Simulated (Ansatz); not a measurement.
An Ansatz (an electronic-structure program) run: a single point on hypothetical Im-3m C with a change (uniaxial stress, 8 GPa compression along x), its geometry relaxed with PBEsol; r2SCAN (Ansatz; PAW; 500 eV plane waves; no SOC).

Input:

Ansatz 0.2 input:
```yaml
crystal:
  lattice:
    - [-2.1590164616, 2.1837304281, 2.1837304281]
    - [2.1590164616, -2.1837304281, 2.1837304281]
    - [2.1590164616, 2.1837304281, -2.1837304281]
  atoms:
    - { symbol: C, position: [0.5, 0.75, 0.25] }
    - { symbol: C, position: [0.2495135124, 0.5, 0.7495135124] }
    - { symbol: C, position: [0.7504864876, 0.5, 0.2504864876] }
    - { symbol: C, position: [0.5, 0.25, 0.75] }
    - { symbol: C, position: [0.2495135124, 0.7495135124, 0.5] }
    - { symbol: C, position: [0.7504864876, 0.2504864876, 0.5] }
basis: { ecutwfc: 500, ecutrho_ratio: 4, xc_grid: 4, fft_grid_basis: typed }
kpoints: { mp_grid: { grid: [11, 11, 11] } }
hamiltonian:
  xc: r2scan
  dispersion: none
  pseudopotentials: { kind: paw }
scf: { occupations: { method: fermi_dirac, width: 0.05 }, convergence: { dr2_threshold: 0.0000000006 } }
output: { forces: true, stress: true }
checkpoint: { write: state.ck, write_every: 1000 }
```

Output (explanatory and most iteration lines left out):

```
Pseudopotential: C, paw, valence charge 4
Crystal: 6 atoms, lattice volume = 41.183 Å³
Basis set: ecut = 500 eV, 1055 PW (Γ), exchange–correlation on 120×120×120 points (64 copies of the dense FFT grid, shifted against one another)
Bands: 18, of which v1, the nominal top of the filled ones, is band 12 counted from 1 (11 counted from 0)
Symmetry: 16 space group operations
Space group: I4/mmm (ITA 139), of the structure as read, at distance tolerance 3.5e-5 Å
k-points: 126 of 1331
Functional: x = r2scan, c = r2scan; τ floored in thin density (d = 2e-4 eV/Å³)
SCF iter   1: F=—  HF=-1506.453664 eV  |F-HF|=—  |Δ(HF+E_count)|=         —  Δρ=1.02e-2  dr2=1.51e-2  dr2_τ=1.17e0  ethr=1.77e-3  ⟨swp⟩=6.8  Hψ=12212  notcnv=0
SCF iter   2: F=—  HF=-1506.631973 eV  |F-HF|=—  |Δ(HF+E_count)|=   1.78e-1  Δρ=6.08e-3  dr2=5.01e-3  dr2_τ=2.20e-4  ethr=6.30e-5  ⟨swp⟩=2.2  Hψ=5366  notcnv=0  defer=198
SCF 1 converged in 9 iterations: F = -1506.633530 eV  dr2 = 2.17e-11
SCF converged after 9 iterations
Free energy (F): -1506.633530 eV
Internal energy: -1506.633530 eV  (E = F + TS)
E sigma→0 (E₀):  -1506.633530 eV
Fermi energy:    11.519940 eV
--- Forces (eV/Å), atoms counted from 1 ---
  atom   1  C      0.00000000    -0.00000000     0.00000000
  atom   2  C      0.00000000     0.01174332     0.00000000
  atom   3  C      0.00000000    -0.01174332     0.00000000
  atom   4  C      0.00000000     0.00000000     0.00000000
  atom   5  C      0.00000000     0.00000000     0.01174332
  atom   6  C      0.00000000     0.00000000    -0.01174332
--- Stress (GPa, compression-positive) ---
        9.750056      -0.000000      -0.000000
       -0.000000       1.328375      -0.000000
        0.000000       0.000000       1.328375
  P = ⅓ Tr σ = 4.1356 GPa (41.356 kbar)
```

Single points use the geometry relaxed with PBEsol. Load acts through the strain it causes; cell and atoms are relaxed under it. Stability under load was not tested beyond the relaxation. The cell was made from C (space group Im-3m, No. 229; a hypothetical phase, not in the database extracts checked) by this change: uniaxial stress, 8 GPa compression along x.
